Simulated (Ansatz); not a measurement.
**A computed series for ZnSnO3: response to strain**

The reference is ZnSnO3 (space group R-3, No. 148; a cell from a computed database, its experimental status unchecked).

```yaml
crystal:
  lattice:
    - [2.65381, 1.53218, 4.67501]
    - [-2.65381, 1.53218, 4.67501]
    - [0.00000, -3.06436, 4.67501]
  atoms:
    - { symbol: Zn, position: [0.36499, 0.36499, 0.36499] }
    - { symbol: Zn, position: [0.63501, 0.63501, 0.63501] }
    - { symbol: Sn, position: [0.14915, 0.14915, 0.14915] }
    - { symbol: Sn, position: [0.85085, 0.85085, 0.85085] }
    - { symbol: O, position: [0.04960, 0.44640, 0.75759] }
    - { symbol: O, position: [0.95040, 0.55360, 0.24241] }
    - { symbol: O, position: [0.75759, 0.04960, 0.44640] }
    - { symbol: O, position: [0.24241, 0.95040, 0.55360] }
    - { symbol: O, position: [0.44640, 0.75759, 0.04960] }
    - { symbol: O, position: [0.55360, 0.24241, 0.95040] }
```

Cartesian axes are those of the cell as printed.

Strains are applied to the cell and any free atomic positions relax; under biaxial strain the out-of-plane vector relaxes too.

Level of theory: Kohn–Sham DFT with the PBEsol functional, run in Ansatz (a quantum-chemistry and plane-wave program) with PAW and 420 eV plane waves, no spin-orbit coupling.

Notes on the quantities. pressure: mean of the normal stresses, compression positive; energy relative to the base: free energy F.

```csv
change,shortest interatomic distance,pressure,space group,energy relative to the base
base,2.024 Å,0.0 kbar,R-3 (No. 148),0 meV/atom
"biaxial strain −3.17 %, plane normal [001], relaxed out of plane",2.002 Å,79.1 kbar,R-3 (No. 148),+26 meV/atom
"biaxial strain +1.59 %, plane normal [001], relaxed out of plane",2.037 Å,-36.0 kbar,R-3 (No. 148),+6.2 meV/atom
isotropic strain −1.65 %,1.989 Å,94.2 kbar,R-3 (No. 148),+16 meV/atom
tensor shear ε_yz = +0.81 %,___,0.5 kbar,P-1 (No. 2),+0.3 meV/atom
```

Task: Some entries are withheld; estimate them.

Result: 
- tensor shear ε_yz = +0.81 %, shortest interatomic distance: 2.020 Å

Stability against distortions was not tested.
